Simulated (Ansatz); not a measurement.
The starting structures come from a database of crystals and need not be the phases stable at ambient conditions.

Given:

```xyz
16
Lattice="4.2798 0.0000 0.0000 0.0000 9.7273 0.0000 0.0000 0.0000 9.8465" Properties=species:S:1:pos:R:3 pbc="T T T"
Cu     0.0000     7.5928     1.1125
Cu     0.0000     2.1345     8.7340
Cu     0.0000     7.5928     3.8107
Cu     0.0000     2.1345     6.0358
Hg     2.1399     2.0675     2.4616
Hg     2.1399     7.6598     7.3849
Hg     2.1399     4.8636     4.9233
Hg     2.1399     4.8636     0.0000
Se     2.1399     2.3389     4.9877
Se     2.1399     7.3884     4.8588
Se     2.1399     2.3389    -0.0644
Se     2.1399     7.3884     9.9109
Br     0.0000     0.1013     7.3849
Br     0.0000     9.6259     2.4616
Br     0.0000     4.3854     7.3849
Br     0.0000     5.3419     2.4616
```

Space group of this cell: Pmma. The cell was relaxed by PBE-D3(BJ).

Transport runs along the normal of the first two printed cell vectors.

The gap is the functional's own, uncorrected, and κ follows it; spin-orbit coupling is left out. Mid-gap values are interpolated between the computed energies.

Question: Compute, with r2SCAN (Ansatz, an electronic-structure program), the band gap and the smallest decay constant κ at mid-gap.

Answer: Gap 0.82 eV on a 8×4×4 mesh; κ = 0.150 1/Å, at the zone centre.
